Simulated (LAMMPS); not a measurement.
Atomistic model of a slab of CdTe (zinc blende) cut on the (110) plane, one half shifted rigidly along [001] and [1-10] of the cubic cell, atoms relaxed along the normal alone.

All values are model results, not measurements: classical force field (static), pair style sw, file CdTe.sw; code LAMMPS.

Estimate the largest energy on the surface, the largest energy on the line along [001] for this model.

largest energy on the surface: 989 mJ/m²; largest energy on the line along [001]: 989 mJ/m².
